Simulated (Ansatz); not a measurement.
Take C in the diamond structure (space group Fd-3m, No. 227) as the base.

```yaml
crystal:
  lattice:
    - [0.00000, 1.78014, 1.78014]
    - [1.78014, 0.00000, 1.78014]
    - [1.78014, 1.78014, 0.00000]
  atoms:
    - { symbol: C, position: [0.50000, 0.50000, 0.50000] }
    - { symbol: C, position: [0.75000, 0.75000, 0.75000] }
```

Cartesian axes are those of the cell as printed.

Method: r2SCAN (Ansatz, an electronic-structure program), no spin-orbit coupling, earlier PAW set.

Base values:

The valence-band top at Γ is 0.00, 0.00, 0.00 eV, the band gap comes out as 4.36 eV and the smallest direct gap is 5.89 eV.

Now apply this change: uniaxial strain ε_zz = −4.26 %, all other strain components held at zero; the atoms relax in the strained cell.

Q: How does this affect the valence-band top at Γ, band gap, energy relative to the base, smallest direct gap and stress?

A: The valence-band top at Γ (three highest levels, from the VBM) becomes 0.00, -0.68, -0.68 eV (base: 0.00, 0.00, 0.00 eV); the band gap decreases by 1.09 eV, from 4.36 eV to 3.27 eV; the energy grows by 37 meV/atom; the smallest direct gap decreases by 0.70 eV (5.89 eV → 5.19 eV); the stress (xx, yy, zz, yz, xz, xy; compression positive) amounts to (6.87, 6.87, 50.03, 0.00, 0.00, 0.00) GPa.

Whether these cells are dynamically stable was not tested.
